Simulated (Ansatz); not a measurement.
**Ag3AsS3 (C2/c, No. 15, 28 atoms in the cell; start mp-561620; a measured phase of this formula has another space group)**

The numbers are results of PBEsol in Ansatz (PAW), not measurements.

Run with plane-wave cutoff 520 eV, 6×6×4 k mesh (along the axes of the cell as run), Fermi–Dirac smearing 0.01 eV, no spin polarisation, scalar-relativistic PAW data made under PBE.

Cell (relaxed with PBEsol):

```cif
data_Ag24As8S24
_chemical_formula_sum 'Ag24 As8 S24'
_space_group_name_H-M_alt 'C2/c'
_space_group_IT_number 15
_space_group_name_Hall '-C 2yc'
_cell_length_a 11.81481
_cell_length_b 6.33455
_cell_length_c 16.39506
_cell_angle_alpha 90.000
_cell_angle_beta 110.402
_cell_angle_gamma 90.000
loop_
_atom_site_label
_atom_site_type_symbol
_atom_site_symmetry_multiplicity
_atom_site_Wyckoff_symbol
_atom_site_fract_x
_atom_site_fract_y
_atom_site_fract_z
_atom_site_occupancy
Ag1 Ag 8 f 0.12159 0.04456 0.71753 1
Ag2 Ag 8 f 0.13782 0.44823 0.36623 1
Ag3 Ag 8 f 0.06422 0.08009 0.44265 1
As1 As 8 f 0.14250 0.43591 0.06829 1
S1 S 8 f 0.15865 0.20277 0.59141 1
S2 S 8 f 0.07626 0.34173 0.17784 1
S3 S 8 f 0.33989 0.34051 0.13419 1
```
(The calculation used a cell of 28 atoms; values per cell refer to that cell.)

```json
{
  "band_gap": "1.39 eV",
  "smallest_direct_gap_on_the_k_points_sampled": "1.46 eV",
  "Γ–Γ gap": "1.50 eV"
}
```

Spin–orbit coupling is not included.

The computed numbers hold no vibrational or temperature effects.

A start named mp-… is a Materials Project structure, which need not be a measured phase.

Ansatz is a first-principles code.
